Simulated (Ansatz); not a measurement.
**Ca3SbN: pressure series**

Consider Ca3SbN in the anti-perovskite structure (space group Pm-3m, No. 221; a = 4.803 Å; a cell from a computed database, its experimental status unchecked).

Cell and atoms are relaxed at each pressure.

Calculations: PBEsol in Ansatz (plane waves to 420 eV, PAW, without spin-orbit coupling).

| pressure (GPa) | volume per atom (Å³/atom) |
|---|---|
| -1 | 22.528 |
| 0 | 22.156 |
| 0.3 | ? |
| 0.7 | 21.919 |
| 1.5 | 21.662 |
| 3 | 21.211 |
| 5 | 20.672 |
| 7.5 | 20.086 |
| 10 | 19.572 |

Problem. Fit the third-order Birch–Murnaghan form P(V) = (3B₀/2)[(V₀/V)^(7/3) − (V₀/V)^(5/3)]·[1 + (3/4)(B₀′ − 4)((V₀/V)^(2/3) − 1)] (squares taken in P) to the rows shown and predict the withheld row.

Solution. Least squares on the printed values gives V₀ = 22.159 Å³/atom, B₀ = 62.7 GPa, B₀′ = 4.0; this predicts 22.055 Å³/atom, and the run gives 22.055 Å³/atom, in agreement.

Load acts through the strain it causes; cell and atoms are relaxed under it. No phonon test of stability was made. Competing high-pressure phases were not computed.

Ansatz is an electronic-structure program.
